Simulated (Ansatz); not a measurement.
# A computed series for Si: pressure series

Base system: Si in the diamond structure (space group Fd-3m, No. 227; a = 5.444 Å).

Cell and atoms are relaxed at each pressure.

Computed with r2SCAN (Ansatz, a program for electronic structure; PAW; 500 eV plane waves; without spin-orbit coupling), earlier PAW set.

Candidates:
(a) pressure 15 GPa
(b) pressure −2 GPa
(c) pressure 75 GPa
(d) pressure 7 GPa
(e) pressure 50 GPa

Base values:

The band gap comes out as 0.78 eV.

**Question.** Order them by band gap, highest first.

**Answer.** (b) pressure −2 GPa (0.81 eV), (d) pressure 7 GPa (0.66 eV), (a) pressure 15 GPa (0.54 eV), (e) pressure 50 GPa (0.11 eV), (c) pressure 75 GPa (zero)

A case with no gap was solved on a k-mesh chosen for an insulator, which is coarse for it. Load acts through the strain it causes; cell and atoms are relaxed under it. Whether these cells are dynamically stable was not tested. Measured, Si leaves this structure (for the β-tin structure) near 12 GPa (room temperature; as listed in arXiv:1906.07825). The zero or small gap of Si under pressure 75 GPa and Si under pressure 50 GPa can change with the level of theory.
